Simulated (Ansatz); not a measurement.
Migration barriers: O-vacancy pair in 4H silicon carbide, charge state +2

Defect: O-vacancy pair (O on one host C site, one C site vacant) in 4H silicon carbide, charge state +2. Level of theory: PBE, PAW (plane waves to 420 eV; Ansatz, a first-principles code).

Cell of 72 host sites held at the relaxed PBE lattice; the Γ point alone; Fermi-Dirac width 0.01 eV, spin-restricted; finite-size errors left in. No zero-point or tunnelling terms. The charge state is imposed; whether it is stable for some Fermi level was not computed. Forms of the defect that were not tried may lie lower. On the k-point mesh the defect's levels are only partly filled at one site or more. The order of the sites in energy changes with the mesh.

Barriers: single points on a 2×2×2 k-point mesh shifted by half a step along c at the bands' geometries (they differ from the bands' own by up to 0.29 eV, and are uncertain by about as much).

```csv
Route,Start site over the lowest site run (eV),Hop (Å),Forward barrier (eV),Backward barrier (eV),Neighbours at the start,Neighbours at the saddle,Saddle order,"Forward, on the band's own sampling (eV)"
one C atom jumps into the vacancy from a nearby C site (O-vacancy distance between ideal sites 3.09 → 5.36 Å),0.37,3.07,4.00,2.88,"Si at 1.88, Si at 1.89, Si at 1.93, Si at 1.96 Å","Si at 1.82, Si at 2.10, Si at 2.16, Si at 2.24, Si at 2.27 Å",not checked,3.71…
```

Paths come from climbing-image nudged elastic band runs.   A further band (the O atom itself jumps into the vacancy (O-vacancy distance between ideal sites 3.09 Å throughout), 3.82 Å) gave 1.40 eV forward on its own sampling, 1.40 eV above the lowest site run, but a shoulder points to a second hump between its images, so it is not taken as a result. A further band (one C atom jumps into the vacancy from a nearby C site (O-vacancy distance between ideal sites 3.09 Å throughout), 3.18 Å) gave 2.42 eV forward on its own sampling, 2.42 eV above the lowest site run, but it shifts strongly with the k-point mesh, so it is not taken as a result. A further band (one C atom jumps into the vacancy from a nearby C site (O-vacancy distance between ideal sites 3.09 → 4.38 Å), 3.09 Å) gave 3.93 eV forward on its own sampling, 3.93 eV above the lowest site run, but at one of its points the charge lies in the host's bands or the defect's levels are part-filled, so it is not taken as a result.
